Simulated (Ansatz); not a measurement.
System: NiAs-type NiSb. Method: PBE+SOC (Ansatz, a first-principles code, plane waves, PAW).

Numerical settings: plane-wave cutoff 520 eV, 18×18×12 k mesh (along the axes of the cell as run), Fermi–Dirac smearing 0.05 eV, PAW data made under PBE.

Cell (relaxed at this level):

```
CELL_PARAMETERS angstrom
      1.98770    -3.44280     0.00000
      1.98770     3.44280     0.00000
      0.00000     0.00000     5.15952
ATOMIC_POSITIONS crystal
  Ni 0.00000 0.00000 0.50000
  Ni 0.00000 0.00000 0.00000
  Sb 0.33333 0.66667 0.25000
  Sb 0.66667 0.33333 0.75000
```

Task: Predict the bulk modulus and pressure derivative B′ of the bulk modulus.

Result: 
- bulk modulus = 111 GPa
- pressure derivative B′ of the bulk modulus = 5.0

The run finds no gap.

Note: the bulk modulus comes from volumes at which shape and atoms were relaxed.

Static lattice: no zero-point or thermal effects.
